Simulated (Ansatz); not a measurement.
Functionals compared on O on the 1x1 (100) surface of fcc Cu, one in a 2x2 cell, started at the site 'hollow Cu-Cu-Cu-Cu over Cu at depth 1.8 Å', in Ansatz (plane waves, PAW). The structure was relaxed with PBE; the other rows are single points on it, each with its references at the same level. Cutoff 420 eV (500 eV for r2SCAN).

Slab: 17 atoms, 5.3 Å thick at the start under the adsorbate (thin: gaps and levels are the slab's own); k 6x6x1, smearing 0.1 eV, dipole-corrected; 8 atoms held, the rest relaxed; start symmetry kept, larger cells not searched; spin-polarised, no spin-orbit, no U, no dispersion correction. The starting moment vanished. At the end it is bonded to 4 Cu. In PBE it is, or lies within 0.03 eV of, the lowest of the starts that converged. These notes are the PBE run's. r2SCAN: The program's check for a lower electronic state was not made. Adsorption energies are against ½ O2(g). A negative adsorption energy means that the adsorbate is more stable on the surface than in its reference.

```
functional  adsorption energy (eV)  work function of the top face (eV)  change of the work function (eV)  magnetic moment of the cell (μB)          rough cost of the single point
----------  ----------------------  ----------------------------------  --------------------------------  --------------------------------  --------------------------------------
PBE                          -1.93                                4.94                              0.39                              0.00                                       –
RPBE                         -1.66                                4.75                              0.38                              0.00           around 4 core-minutes (rough)
r2SCAN                           ?                                   ?                                 ?                              0.00  about 10 core-minutes (a rough figure)
```

### Question
What belongs in the gaps?

### Answer

- r2SCAN, adsorption energy (eV): -2.27
- r2SCAN, work function of the top face (eV): 4.98
- r2SCAN, change of the work function (eV): 0.44

Ansatz is a first-principles code.
